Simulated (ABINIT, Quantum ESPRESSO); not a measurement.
A Quantum ESPRESSO input for a self-consistent single point of RbCl (Fm-3m, 2 atoms in the cell) (DFT, PBE, plane waves, PseudoDojo standard norm-conserving (PBE) pseudopotentials):

```fortran
&control
    calculation = 'scf'
    prefix = 'scf'
    outdir = './work'
    pseudo_dir = './'
    tprnfor = .true.
    tstress = .true.
/
&system
    ibrav = 0
    nat = 2
    ntyp = 2
    ecutwfc = 60
    occupations = 'smearing'
    smearing = 'fd'
    degauss = 0.0036749
/
&electrons
    conv_thr = 1e-8
    mixing_beta = 0.7
/
ATOMIC_SPECIES
Rb    85.4678  Rb.upf
Cl    35.4500  Cl.upf
ATOMIC_POSITIONS crystal
Rb    0.0000000000    0.0000000000    0.0000000000
Cl    0.5000000000    0.5000000000    0.5000000000
K_POINTS automatic
9 9 9  0 0 0
CELL_PARAMETERS angstrom
   0.0000000000     3.2242000000     3.2242000000
   3.2242000000     0.0000000000     3.2242000000
   3.2242000000     3.2242000000     0.0000000000
```

Give the ABINIT input for the same structure, mesh, smearing and functional.

One input that does it (others would too):

```
# RbCl, JTH v2.0 PBE PAW
pp_dirpath "./"
pseudos "Rb.GGA_PBE-JTH.xml, Cl.GGA_PBE-JTH.xml"
acell 3*1.0
rprim
        -0.0000000000    6.0928549710    6.0928549710
         6.0928549710   -0.0000000000    6.0928549710
         6.0928549710    6.0928549710   -0.0000000000
natom 2
ntypat 2
znucl 37 17
typat 1 2
xcart
         0.0000000000    0.0000000000    0.0000000000
         3.2242000000    3.2242000000    3.2242000000
      Angstrom
ecut 52 Ry
pawecutdg 104 Ry
pawxcdev 0
occopt 3
tsmear 0.00183747
nband 13
kptopt 1
ngkpt 9 9 9
nshiftk 1
shiftk 0 0 0
nstep 80
tolvrs 1.0e-12
prtwf 0
prtden 0
```

Basis, cutoffs, solver keys and any potentials are the target program's own. This input uses DFT, PBE, plane waves, PAW (JTH v2.0 PBE PAW). Both were run: pressure 2.13 GPa in Quantum ESPRESSO and 2.34 in ABINIT; gap on the mesh 5.205 eV in Quantum ESPRESSO and 5.189 in ABINIT.

On Quantum ESPRESSO: the starting cell has typed, rounded lattice constants, without a prior relaxation at this level. For this run, on top of that: lattice scaled by 0.98.

On ABINIT: the starting cell has typed, rounded lattice constants, without a prior relaxation at this level. For this run, on top of that: lattice scaled by 0.98.
